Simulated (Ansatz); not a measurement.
**ZnS, pressure series**

Base system: ZnS in the wurtzite structure (space group P6_3mc, No. 186; a = 3.845 Å, c = 6.306 Å).

Cell and atoms are relaxed at each pressure.

Computed with PBE/PAW in Ansatz (an electronic-structure program), without spin-orbit coupling, earlier PAW set.

Computed cases, in order: pressure −2 GPa; pressure −1 GPa; 0 GPa (base); pressure 1.8 GPa; pressure 4.2 GPa; pressure 9 GPa; pressure 18 GPa; pressure 30 GPa; pressure 45 GPa; pressure 60 GPa.

Q: Between which two neighbouring cases does the gap turn between direct and indirect?

A: Between pressure 18 GPa (2.85 eV, direct at Γ) and pressure 30 GPa (3.10 eV, indirect, Γ → L–M (33 % along)). The whole series: pressure −2 GPa: 1.94 eV, direct at Γ; pressure −1 GPa: 2.01 eV, direct at Γ; 0 GPa (base): 2.07 eV, direct at Γ; pressure 1.8 GPa: 2.18 eV, direct at Γ; pressure 4.2 GPa: 2.31 eV, direct at Γ; pressure 9 GPa: 2.53 eV, direct at Γ; pressure 18 GPa: 2.85 eV, direct at Γ; pressure 30 GPa: 3.10 eV, indirect, Γ → L–M (33 % along); pressure 45 GPa: 2.72 eV, indirect, Γ → K; pressure 60 GPa: 2.12 eV, indirect, Γ → K.

Load acts through the strain it causes; cell and atoms are relaxed under it. Stability against distortions was not tested. Tetrahedral semiconductors of this kind turn to denser phases somewhere between about 1 and 50 GPa; those were not computed, so compressed cells here can lie past the real transition.
